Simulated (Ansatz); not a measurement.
The starting structures come from a database of crystals and need not be the phases stable at ambient conditions.

 Where the default PAW files enter, the runs use the earlier of Ansatz's two default sets.

By LDA and PBEsol, the system below comes out a metal.

Here is the system:

```
CELL_PARAMETERS angstrom
      3.27275     0.00000     0.00000
     -1.63637     4.16449     0.00000
      1.63637     0.00000     4.16449
ATOMIC_POSITIONS crystal
  In 0.75000 0.50000 0.50000
  Sb 0.00000 0.00000 0.00000
```

Space group of this cell: I-4m2. The cell is taken as given; by PBEsol its mean pressure is -2.8 GPa.

The current runs along the normal of the first two printed vectors, the (110) plane. All runs by Ansatz (a quantum-chemistry and plane-wave program), plane waves and PAW, without spin-orbit coupling; the base is PBEsol.

```csv
run,mean pressure (GPa),"G/A, both spins (10¹⁵ S/m²)"
base,-2.8,0.68
all lengths scaled by 0.98,0.1,0.72
all lengths scaled by 1.02,-4.9,0.65
lda in place of pbesol,-4.2,0.69
"lengths across the current scaled by 0.98, ions clamped",-1.0,0.72
"lengths across the current scaled by 1.02, ions clamped",-4.2,0.65
"lengths along the current scaled by 0.97, ions clamped",-1.4,[?]
"lengths along the current scaled by 1.03, ions clamped",-3.9,[?]
```

**Question.** Some entries are withheld; supply them.

**Answer.** 
- lengths along the current scaled by 0.97, ions clamped, G/A, both spins (10¹⁵ S/m²): 0.67
- lengths along the current scaled by 1.03, ions clamped, G/A, both spins (10¹⁵ S/m²): 0.71
